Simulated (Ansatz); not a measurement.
The parent structure is BAs (space group P6_422, No. 181; a = 3.429 Å, c = 7.403 Å; a hypothetical phase, not in the database extracts checked).

Computed with PBEsol/PAW in Ansatz (a quantum-chemistry and plane-wave program), scalar-relativistic without spin-orbit coupling.

For the base:

The gap between the host's bands is 0.31 eV and the gap character is indirect, Γ → M.

One thing is altered: electron doping at 3.0×10^21 cm⁻³ (0.226 per cell), with a uniform compensating background at fixed cell and a 300 K Fermi–Dirac width.

Q: What happens to the gap between the host's bands, Fermi level from band edge and gap character?

A: The gap between the host's bands decreases by 0.02 eV to 0.29 eV; the Fermi level relative to the doped band's edge (positive inside the band; to 0.05 eV) amounts to +0.60 eV; the gap character is still indirect, Γ → M.

Carriers are added with a uniform compensating background; total energy and stress of such cells depend on the potential's zero and are not compared; many-body gap narrowing is missing at this level. No phonon test of stability was made. The base started in P3_121 and relaxed to P6_422 at this level.
